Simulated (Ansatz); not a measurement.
**ZnO under a change: biaxial strain +1.20 %, plane normal [001], relaxed out of plane**

Base system: ZnO in the wurtzite structure (space group P6_3mc, No. 186; a = 3.2795 Å, c = 5.2937 Å). Axes: x lies along a and z along c of the hexagonal cell.

One thing is altered: biaxial strain +1.20 %, plane normal [001], relaxed out of plane (Cartesian); in-plane vectors clamped, the third vector and the atoms free.

The values are results of DFT with PBE, PAW potentials and a 420 eV plane-wave cutoff in Ansatz (a quantum-chemistry and plane-wave program), no spin-orbit coupling, not measurements. k-mesh 12×12×6 (Γ-centred); smearing 0.05 eV (Fermi–Dirac).

The volume per atom grows by 0.156 Å³ to 12.48 Å³ and the space group stays P6_3mc (No. 186). The shortest interatomic distance rises by 0.019 bohr to 3.796 bohr and the pressure (mean of the normal stresses, compression positive) goes from zero to -1.64 GPa. The band gap is nearly the same (0.74 eV against 0.75 eV) and the gap character stays direct at Γ. The width of the top valence band drops by 0.04 eV, from 1.71 eV to 1.67 eV and the electron mass stays 0.14 mₑ (at Γ). The valence-band top at Γ (three highest levels, from the VBM) changes from 0.00, 0.00, -0.08 eV to 0.00, 0.00, -0.06 eV and the out-of-plane strain comes out as -1.12 %. The ratio −ε⊥/ε∥ amounts to 0.93.

Masses are band curvatures over ±0.01 Å⁻¹ around the edge. Whether these cells are dynamically stable was not tested.
